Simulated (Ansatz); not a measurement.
We consider cubic perovskite KMgF3, described by r²SCAN in Ansatz (PAW).

Run with plane-wave cutoff 600 eV, 6×6×6 k mesh, scalar-relativistic PAW data made under PBE.

Computed at the level's own relaxed cell.

Hill averages of the elastic tensor: K = 78.1 GPa, G = 51.5 GPa. Volume 12.614 Å³/atom, mean atomic mass 24.080 u.

Work out the density, the sound velocities of a polycrystal and the elastic Debye temperature at this level.

ρ = 1.66054 × 24.080/12.614 = 3.170 g/cm³. v_l = √[(K + 4G/3)/ρ] = 6.804 km/s and v_t = √(G/ρ) = 4.031 km/s. The mean follows from 3/v_m³ = 1/v_l³ + 2/v_t³: v_m = 4.465 km/s. Θ_D = (ħ/k_B) v_m (6π²/V)^(1/3) = 76.38 K Å s/km × 4.465 × 1.6744 Å⁻¹ = 571 K, counting all atoms of the cell.

Note: the relaxation could not lower the start's symmetry, so the cell can be a saddle point above a distorted one.

Ansatz is an electronic-structure program.
